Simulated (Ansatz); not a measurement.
# Hypothetical NiAs type TlF: pressure series

Consider TlF in the NiAs type structure (space group P6_3/mmc, No. 194; a hypothetical phase, not in the database extracts checked).

```xyz
4
Lattice="3.7520 0.0000 0.0000 -1.8760 3.2493 0.0000 0.0000 0.0000 6.8900" Properties=species:S:1:pos:R:3 pbc="T T T"
Tl     0.0000     0.0000     0.0000
Tl     0.0000     0.0000     3.4450
F      0.0000     2.1662     1.7225
F      1.8760     1.0831     5.1675
```

Cell and atoms are relaxed at each pressure.

Method: DFT with PBEsol, PAW potentials and a 420 eV plane-wave cutoff in Ansatz (a quantum-chemistry and plane-wave program), no SOC.

Only one of these keeps a band gap. Which?
(A) pressure 7 GPa
(B) pressure 75 GPa
(C) pressure 15 GPa

A, pressure 7 GPa. Computed: pressure 15 GPa: zero; pressure 75 GPa: zero; pressure 7 GPa: 1.06 eV

A case with no gap was solved on a k-mesh chosen for an insulator, which is coarse for it. From pressure 15 GPa on, the axis ratios lie over 15 % from the base's, so the cell there is far from its starting form. With Tl present, leaving out spin-orbit coupling can change the band edges. Load acts through the strain it causes; cell and atoms are relaxed under it. Whether these cells are dynamically stable was not tested. Competing high-pressure phases were not computed. The final runs are not spin-polarised. The zero or small gap of TlF under pressure 15 GPa can change with the level of theory.
